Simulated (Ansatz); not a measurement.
Start from FeS2 (space group Pa-3, No. 205; a = 5.324 Å; non-magnetic).

Method: PBEsol (Ansatz, a quantum-chemistry and plane-wave program), no SOC.

Before the change:

* **Volume per atom**: 12.57 Å³
* **Gap character**: indirect, a point along ⟨100⟩, about 0.5 Å⁻¹ from Γ → Γ
* **Smallest direct gap**: 0.30 eV

Perturbation: Zn takes the place of Fe on all its sites; the structure is relaxed again.

**Question.** What does the calculation give for the volume per atom after the change?

**Answer.** The volume per atom rises by 4.45 Å³, from 12.57 Å³ to 17.02 Å³.

**Question.** How does this affect the gap character?

**Answer.** The gap character becomes indirect, Γ → Γ–R (50 % along) (base: indirect, a point along ⟨100⟩, about 0.5 Å⁻¹ from Γ → Γ).

**Question.** What happens to the valence-band top at Γ?

**Answer.** The valence-band top at Γ (three highest levels, from the VBM) amounts to 0.00, 0.00, -0.76 eV.

**Question.** What happens to the smallest direct gap?

**Answer.** The smallest direct gap rises by 1.17 eV (0.30 eV → 1.47 eV).

Whether these cells are dynamically stable was not tested. For ZnS2 in this form, whether it has been made was not checked. Seeded moments were not kept for the base. The final runs are not spin-polarised.
